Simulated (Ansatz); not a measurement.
The parent structure is Al in the fcc (Cu type) structure (space group Fm-3m, No. 225; a = 3.992 Å).

Structures relaxed with Kohn–Sham DFT with the r2SCAN functional, run in Ansatz (a quantum-chemistry and plane-wave program) with PAW and 500 eV plane waves, scalar-relativistic without spin-orbit coupling.

Base:

Simulated powder pattern, Cu Kα1, λ = 1.54056 Å (kinematic, ideal powder, no thermal factors, no anomalous dispersion; the 10 strongest lines at most, above 2 %, up to 2θ = 90°):

| 2θ (°) | I/Imax (%) | hkl |
|---|---|---|
| 39.05 | 100 | (111) |
| 45.40 | 48 | (200) |
| 66.15 | 30 | (220) |
| 79.58 | 35 | (311) |
| 83.89 | 10 | (222) |

Modification: cell and atoms relaxed at a pressure of 50 GPa.

### Question
How do the reflections move or split?

### Answer

Simulated powder pattern, Cu Kα1, λ = 1.54056 Å (kinematic, ideal powder, no thermal factors, no anomalous dispersion; the 10 strongest lines at most, above 2 %, up to 2θ = 90°):

```tsv
2θ (°)	d (Å)	I/Imax (%)	hkl
43.21	2.092	100	(111)
50.32	1.812	48	(200)
73.92	1.281	29	(220)
89.66	1.093	36	(311)
```

The indices refer to the base's conventional cell; one index is shown for lines that coincide.

Load acts through the strain it causes; cell and atoms are relaxed under it. No phonon test of stability was made. Competing high-pressure phases were not computed.
